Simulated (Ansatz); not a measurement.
We consider BaTiO3 (R3m, No. 160, 5 atoms in the cell; start mp-5020), described by r²SCAN0 (plane waves, PAW; Ansatz, a quantum-chemistry and plane-wave program).

Settings: plane-wave cutoff 520 eV, 6×6×6 k mesh, Fermi–Dirac smearing 0.01 eV, no spin polarisation, scalar-relativistic PAW data made under PBE.

Cell (relaxed with PBEsol):

```cif
data_Ba3O9Ti3
_chemical_formula_sum 'Ba3 Ti3 O9'
_space_group_name_H-M_alt 'R3m :H'
_space_group_IT_number 160
_space_group_name_Hall 'R 3 -2"'
_cell_length_a 5.63463
_cell_length_b 5.63463
_cell_length_c 6.92502
_cell_angle_alpha 90.000
_cell_angle_beta 90.000
_cell_angle_gamma 120.000
loop_
_atom_site_label
_atom_site_type_symbol
_atom_site_symmetry_multiplicity
_atom_site_Wyckoff_symbol
_atom_site_fract_x
_atom_site_fract_y
_atom_site_fract_z
_atom_site_occupancy
Ba1 Ba 3 a 0.00000 0.00000 0.00041 1
Ti1 Ti 3 a 0.00000 0.00000 0.51141 1
O1 O 9 b 0.16875 0.33750 0.31976 1
```
(The calculation used a cell of 5 atoms; values per cell refer to that cell.)

Task: What does this level give for the band gap and smallest direct gap on the k points sampled?

Result: 
- band gap: 4.86 eV (on the SCF k mesh)
- smallest direct gap on the k points sampled: 5.15 eV

Note: cell and atoms aren't relaxed at this level (largest force component 0.20 eV/Å, pressure -0.5 GPa).

Spin–orbit coupling is not included.

A start named mp-… is a Materials Project structure, which need not be a measured phase.
